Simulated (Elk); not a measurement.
A self-consistent single point of Zr3Au (Pm-3n, 8 atoms in the cell) with Elk.

Level of theory: PBEsol, all-electron FP-LAPW, Elk's shipped species files, default APW+lo basis (Elk).

The change in words: lattice scaled by 0.98. Reference geometry:
```yaml
crystal:
  lattice:
    - [5.54605, 0.00000, 0.00000]
    - [0.00000, 5.54605, 0.00000]
    - [0.00000, 0.00000, 5.54605]
  atoms:
    - { symbol: Zr, position: [0.50000, 0.25000, 0.00000] }
    - { symbol: Zr, position: [0.50000, 0.75000, 0.00000] }
    - { symbol: Zr, position: [0.25000, 0.00000, 0.50000] }
    - { symbol: Zr, position: [0.75000, 0.00000, 0.50000] }
    - { symbol: Zr, position: [0.00000, 0.50000, 0.25000] }
    - { symbol: Zr, position: [0.00000, 0.50000, 0.75000] }
    - { symbol: Au, position: [0.50000, 0.50000, 0.50000] }
    - { symbol: Au, position: [0.00000, 0.00000, 0.00000] }
```

Reference input (self-consistent single point, DFT, PBEsol, all-electron FP-LAPW, Elk's shipped species files, default APW+lo basis): xctype = 22; swidth = 0.00367493 Ha; ngridk = 5 5 5; rmtscf = 0.95; maxscl = 100. This run's input differs from it in these lines:

```diff
@@ -16,5 +16,5 @@
 avec
-   10.4805061249    0.0000000000    0.0000000000
-    0.0000000000   10.4805061249    0.0000000000
-    0.0000000000    0.0000000000   10.4805061249
+   10.2708958134    0.0000000000    0.0000000000
+    0.0000000000   10.2708958134    0.0000000000
+    0.0000000000    0.0000000000   10.2708958134
```

Output (repeated stretches shortened):

```
│ Self-consistent loop started │
│ Loop number : 1 │
 total energy                :     -59554.9967421
│ Loop number : 2 │
 total energy                :     -59564.5193798
RMS change in Kohn-Sham potential (target) :   0.5668179271     (  0.1000000000E-05)
Absolute change in total energy (target)   :    9.522637771     (  0.1000000000E-03)
│ Loop number : 3 │
 total energy                :     -59603.2003473
RMS change in Kohn-Sham potential (target) :   0.3980135417     (  0.1000000000E-05)
Absolute change in total energy (target)   :    41.06162689     (  0.1000000000E-03)
│ Loop number : 4 │
   [... lines left out ...]
Absolute change in total energy (target)   :   0.8231388929E-03 (  0.1000000000E-03)
│ Loop number : 16 │
 total energy                :     -59668.8769204
RMS change in Kohn-Sham potential (target) :   0.2126069488E-06 (  0.1000000000E-05)
Absolute change in total energy (target)   :   0.2650002862E-03 (  0.1000000000E-03)
│ Loop number : 17 │
 total energy                :     -59668.8769399
RMS change in Kohn-Sham potential (target) :   0.8893014696E-07 (  0.1000000000E-05)
Absolute change in total energy (target)   :   0.4668122710E-04 (  0.1000000000E-03)
Convergence targets achieved

│ Loop number : 18 │

Energies :
 Fermi                       :     0.358480377529
 total energy                :     -59668.8769513

Density of states at Fermi energy :    215.2474112
 (states/Hartree/unit cell)

Estimated indirect band gap :   0.2038855139E-02
 from k-point      8 to k-point      9
Estimated direct band gap   :   0.5339204920E-02
 at k-point     10

Charges :
 core                        :    264.0000000
 valence                     :    134.0000000
 interstitial                :    15.43764656
 muffin-tins (core leakage)
  species :    1 (Zr)
   atom    1                 :    37.74127460     (  0.7294107530E-05)
   atom    2                 :    37.74127460     (  0.7294107530E-05)
   atom    3                 :    37.74127460     (  0.7294107530E-05)
   [... lines left out ...]
  species :    2 (Au)
   atom    1                 :    78.05735292     (  0.2048238470E-03)
   atom    2                 :    78.05735292     (  0.2048238470E-03)
 total in muffin-tins        :    382.5623534
 total calculated charge     :    398.0138871
 total charge                :    398.0000000
 error                       :   0.1388710038E-01

│ Self-consistent loop stopped │
```

The run converged in 18 iterations. The count includes the last loop, which Elk runs after its targets are met. Against the reference run the free energy falls by 22.0 meV/atom.

The starting cell comes from a database of computed structures (which also holds hypothetical and non-ambient phases and stackings), without a prior relaxation at this level. Its lattice was rescaled by a random factor within 2.5 % of one. For this run, on top of that: lattice scaled by 0.98. Spin-orbit coupling is off. Values depend on the basis (sphere radii, cutoffs, local orbitals), which need not be converged. The log's line on a gap gives a spacing of levels on this mesh, which the program prints for metals too.
